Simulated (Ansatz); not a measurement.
Take InP in the zinc blende structure (space group F-43m, No. 216; a = 5.827 Å) as the base. Axes: x, y, z lie along the cube axes.

Calculations: LDA, PAW, 420 eV (Ansatz, a quantum-chemistry and plane-wave program; no spin-orbit coupling).

Before the change:

The valence-band top at Γ comes out as 0.00, 0.00, 0.00 eV and the gap character is direct at Γ. The electron mass is 0.046 mₑ (at Γ).

The change: compressive biaxial strain of 0.50 % in the plane normal to [001], as in epitaxy on a mismatched substrate; the out-of-plane cell vector and the atoms relax.

### Question
What happens to the valence-band top at Γ, gap character and electron mass?

### Answer
The valence-band top at Γ (three highest levels, from the VBM) goes from 0.00, 0.00, 0.00 eV to 0.00, 0.00, -0.05 eV; the gap character remains direct at Γ; the electron mass goes from 0.046 mₑ (at Γ) to 0.049 mₑ out of plane, 0.047 mₑ in plane (at Γ).

Masses are band curvatures over ±0.01 Å⁻¹ around the edge. No phonon test of stability was made. k-point labels follow each cell's own Brillouin zone.
